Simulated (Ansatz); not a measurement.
A computed series for SrTiO3: pressure series

The parent structure is SrTiO3 in the cubic perovskite structure (space group Pm-3m, No. 221; a = 3.908 Å).

Cell and atoms are relaxed at each pressure.

Computed with r2SCAN, PAW, 500 eV (Ansatz, a first-principles code; no spin-orbit coupling), earlier PAW set.

```json
[
 {"variant": "base", "band gap": "2.27 eV", "density": "5.11 g/cm³", "shortest interatomic distance": "1.954 Å"},
 {"variant": "pressure −2 GPa", "band gap": "2.24 eV", "density": "5.05 g/cm³", "shortest interatomic distance": "1.961 Å"},
 {"variant": "pressure −1 GPa", "band gap": "2.25 eV", "density": "5.08 g/cm³", "shortest interatomic distance": "1.957 Å"},
 {"variant": "pressure 0.3 GPa", "band gap": "2.27 eV", "density": "5.11 g/cm³", "shortest interatomic distance": "1.953 Å"},
 {"variant": "pressure 0.7 GPa", "band gap": "2.27 eV", "density": "5.13 g/cm³", "shortest interatomic distance": "1.951 Å"},
 {"variant": "pressure 1.5 GPa", "band gap": "2.28 eV", "density": "5.15 g/cm³", "shortest interatomic distance": "1.949 Å"},
 {"variant": "pressure 3 GPa", "band gap": "2.30 eV", "density": "5.19 g/cm³", "shortest interatomic distance": "1.944 Å"},
 {"variant": "pressure 5 GPa", "band gap": "2.32 eV", "density": "5.24 g/cm³", "shortest interatomic distance": "1.938 Å"},
 {"variant": "pressure 7.5 GPa", "band gap": "2.35 eV", "density": "5.30 g/cm³", "shortest interatomic distance": "1.930 Å"},
 {"variant": "pressure 10 GPa", "band gap": "2.37 eV", "density": "5.36 g/cm³", "shortest interatomic distance": "1.923 Å"}
]
```

Load acts through the strain it causes; cell and atoms are relaxed under it. No phonon test of stability was made. No other phases were tried under pressure. All final runs are without spin polarisation. Many cubic perovskites are stable only at high temperature; tilts and polar distortions were not tested.
